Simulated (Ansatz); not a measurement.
Consider Li in the bcc (W type) structure (space group Im-3m, No. 229; a = 3.476 Å; relaxed with 0.1 eV smearing). Axes: x, y, z lie along the cube axes.

Calculations: r2SCAN (Ansatz, an electronic-structure program; PAW; 500 eV plane waves; scalar-relativistic without spin-orbit coupling), earlier PAW set.

For the base:

```
Quantity                           Result
-----------------------------  ----------
Shortest interatomic distance  5.689 bohr
Pressure                          0.0 GPa
```

It is then changed as follows: the symmetric strain tensor [-0.0006 -0.0084 0.0114; -0.0084 0.0207 -0.0001; 0.0114 -0.0001 -0.0102], atoms relaxed at fixed cell.

Task: Predict the new energy relative to the base.

Result: The energy increases by 0.7 meV/atom.

Task: Estimate the effect on the shortest interatomic distance.

Result: The shortest interatomic distance drops by 0.055 bohr, from 5.689 bohr to 5.634 bohr.

Task: What happens to the pressure?

Result: The pressure (mean of the normal stresses, compression positive) stays essentially unchanged (0.0 GPa against -0.1 GPa).

Whether these cells are dynamically stable was not tested.
